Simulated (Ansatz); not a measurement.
Worked example: self-consistent single point of HfGe (P6_3/mmc, 8 atoms in the cell) in Ansatz (a first-principles code).

Level of theory: PBE with spin-orbit coupling (plane waves, PAW; Ansatz).

```xyz
8
Lattice="3.8661 0.0000 0.0000 -1.9330 3.3481 0.0000 0.0000 0.0000 13.0427" Properties=species:S:1:pos:R:3 pbc="T T T"
Hf     0.0000     2.2321     1.6303
Hf     1.9330     1.1160     8.1517
Hf     1.9330     1.1160    11.4124
Hf     0.0000     2.2321     4.8910
Ge     0.0000     0.0000     0.0000
Ge     0.0000     0.0000     6.5214
Ge     0.0000     2.2321     9.7820
Ge     1.9330     1.1160     3.2607
```

Reference input (self-consistent single point, DFT, PBE, plane waves, default PAW files): basis.ecutwfc = 420 eV; kpoints.mp_grid.grid = 7 7 2; hamiltonian.xc = pbe; hamiltonian.pseudopotentials = {kind: paw} (the program's default PAW files); scf.occupations.method = gaussian; scf.occupations.width = 0.272 eV. This run's input differs from it in these lines:

Ansatz 0.2 input:
```diff
@@ -22,2 +22,5 @@
   pseudopotentials: { kind: paw }
+magnetization:
+  noncollinear: true
+  spin_orbit: true
 scf:
```

Output, abridged:

```
SCF iter   1: F=—  HF=-80145.888837 eV  |F-HF|=—  |Δ(HF+E_count)|=         —  Δρ=5.03e-2  dr2=4.33e0  dr2_m=0.00e0 (ungated)  ethr=3.10e-3  |M|=0.00e0 ∫|m|=0.00e0 μB  |m|>n=0.0e0 m-floor=0.0e0 τ_xc=0.0e0  β_m=0.30  ⟨swp⟩=5.2  Hψ=6028  notcnv=0
all-band conjugate gradients solve this SCF's bands
preconditioner: auto → Kerker (q_TF=auto, 2.704 Å⁻¹)
spin=Noncollinear: Kerker preconditioning applied to the charge; magnetization (m_x, m_y, m_z) channels mix plain (no charge-response kernel on spin).
   [... lines left out ...]
SCF iter  11: F=—  HF=-80144.580841 eV  |F-HF|=—  |Δ(HF+E_count)|=   2.64e-7  Δρ=6.07e-6  dr2=1.97e-7  dr2_m=0.00e0 (ungated)  ethr=6.25e-11  |M|=0.00e0 ∫|m|=0.00e0 μB  |m|>n=0.0e0 m-floor=0.0e0 τ_xc=0.0e0  β_m=0.81  ⟨swp⟩=9.7  Hψ=7243  notcnv=0
SCF iter  12: F=-80144.580841 eV  HF=-80144.580841 eV  |F-HF|=2.21e-8  |Δ(HF+E_count)|=   5.84e-8  Δρ=1.86e-6  dr2=1.73e-8  dr2_m=0.00e0 (ungated)  ethr=6.25e-11  |M|=0.00e0 ∫|m|=0.00e0 μB  |m|>n=0.0e0 m-floor=0.0e0 τ_xc=0.0e0  ⟨swp⟩=4.1  Hψ=5022  notcnv=0
SCF 1 converged in 12 iterations: F = -80144.580841 eV  dr2 = 1.73e-8
Magnetization: |M| = 0.0000 μB,  M = (+0.0000, +0.0000, +0.0000) μB
Absolute magnetization: 0.0000 μB (∫|m|)
  site 0: m = (+0.0000, +0.0000, +0.0000) μB, |m| = 0.0000 μB  (R = 1.14 Å)
  site 1: m = (+0.0000, +0.0000, +0.0000) μB, |m| = 0.0000 μB  (R = 1.14 Å)
  site 2: m = (+0.0000, +0.0000, +0.0000) μB, |m| = 0.0000 μB  (R = 1.14 Å)
  site 3: m = (+0.0000, +0.0000, +0.0000) μB, |m| = 0.0000 μB  (R = 1.14 Å)
  site 4: m = (+0.0000, +0.0000, +0.0000) μB, |m| = 0.0000 μB  (R = 1.14 Å)
  site 5: m = (+0.0000, +0.0000, +0.0000) μB, |m| = 0.0000 μB  (R = 1.14 Å)
  site 6: m = (+0.0000, +0.0000, +0.0000) μB, |m| = 0.0000 μB  (R = 1.14 Å)
  site 7: m = (+0.0000, +0.0000, +0.0000) μB, |m| = 0.0000 μB  (R = 1.14 Å)
Free energy (F): -80144.580841 eV
   [... lines left out ...]
Fermi energy:    14.925788 eV
   [... lines left out ...]
  atom   8  Ge    -0.00000000     0.00000000     0.00000000
--- Stress (GPa, compression-positive) ---
       -3.256320       0.000000      -0.000000
        0.000000      -3.256320       0.000000
       -0.000000       0.000000      -1.109833
  P = ⅓ Tr σ = -2.5408 GPa (-25.408 kbar)
  The stress holds the Pulay correction. Without it, at fixed plane waves, as pw.x and ABINIT print it: P = -2.5725 GPa
```

The run converged in 12 iterations. Against the reference run the pressure goes from -2.34 to -2.54 GPa and the largest force hardly changes (0.798 to 0.794 eV/Å).

The starting cell was generated: these elements placed on a structure prototype, without a prior relaxation; it need not be a known phase or ordering of this composition. Its lattice was rescaled by a random factor within 2.5 % of one. Ansatz's pressure includes its estimate of the finite-basis (Pulay) stress.

Cost on one core of a shared machine: roughly 80 s.
